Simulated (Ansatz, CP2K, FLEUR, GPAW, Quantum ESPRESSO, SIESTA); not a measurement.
## Code comparison for SiSbPt5 (P4/mmm, 7 atoms in the cell)

Self-consistent single point.

```
CELL_PARAMETERS angstrom
      3.99638     0.00000     0.00000
      0.00000     3.99638     0.00000
      0.00000     0.00000     7.27309
ATOMIC_POSITIONS crystal
  Si 0.00000 0.00000 0.50000
  Sb 0.50000 0.50000 0.00000
  Pt 0.00000 0.50000 0.30040
  Pt 0.00000 0.50000 0.69960
  Pt 0.50000 0.00000 0.30040
  Pt 0.50000 0.00000 0.69960
  Pt 0.00000 0.00000 0.00000
```

All programs got the same cell, k-point mesh and kind of occupations (in Ansatz's words: kpoints.mp_grid.grid = 6 6 3; scf.occupations.method = gaussian; scf.occupations.width = 0.1 eV); potentials, basis and cutoffs are each program's usual ones.

```csv
code,model,pressure (GPa),largest force (eV/Å),k-points,cutoff
CP2K,"LDA (Pade form), GPW, DZVP-MOLOPT-SR-GTH basis, GTH-PADE potentials (GTH_POTENTIALS)",-33.44,0.071,56,grid 500 Ry
FLEUR,"LDA (Perdew-Zunger), all-electron FLAPW (FLEUR), scalar-relativistic valence",–,0.002,20,Kmax 4.7 1/bohr
SIESTA,"LDA PW92, numerical atomic orbitals DZP, PseudoDojo LDA standard norm-conserving potentials (rewritten from UPF to PSML)",-10.51,0.007,60,grid 400 Ry
GPAW,"LDA (Perdew-Wang 92), GPAW PAW datasets LDA (gpaw-data 1.0.1)",-12.09,0.032,20,600 eV
Ansatz,"LDA (PW92), PAW files made with PBE",-11.95,0.007,20,420 eV
Quantum ESPRESSO,"LDA (PZ), GBRV 1.5 ultrasoft (LDA) pseudopotentials",-12.66,0.020,20,40 Ry
```

A dash marks a value that a program does not give, or that is left out as unsure.

The spread over the programs that give each value: pressure within 22.93 GPa; largest force within 0.069 eV/Å.

The starting cell comes from a database of computed structures (which also holds hypothetical and non-ambient phases and stackings), without a prior relaxation at this level. On Ansatz's run: Spin-orbit coupling is off. Spin polarisation is off. In the base run, with a pressure of about -12 GPa the cell is away from its equilibrium volume at this level.

Why do the programs differ, and what cannot be compared?

Differences of this kind can come from the potentials, where these differ, and from what each basis and cutoff leave unconverged. The valence holds different numbers of electrons (CP2K 99, FLEUR 99, SIESTA 109, GPAW 99, Ansatz (a quantum-chemistry and plane-wave program) 109, Quantum ESPRESSO 99). The zero of total energies and Fermi levels follows the potentials and each program's conventions, so they are not compared here. CP2K and SIESTA use small atom-centred bases, whose incompleteness enters pressures, forces and empty levels differently from a plane-wave cutoff. FLEUR treats all electrons, but the usual bases taken here (sphere radii, linearisation, local orbitals, empty states) were not tested for convergence, so the values are no reference for the others. Ansatz's pressure is given at a fixed set of plane waves, as the other plane-wave codes print theirs; with its correction for the finite basis it is -11.91 GPa. The same LDA comes in different parametrisations, which differ slightly. The programs reduce the same mesh by symmetry to different extents, which changes the work and not the result. In the pressure, CP2K (by 21.35) and SIESTA (by 1.58) lie more than 1 GPa from the median of the plane-wave programs.

Left out of this page: ABINIT (stopped by limits of time or memory); Elk (not drawn, or without a comparable value).

Keys are those of Ansatz 0.2.
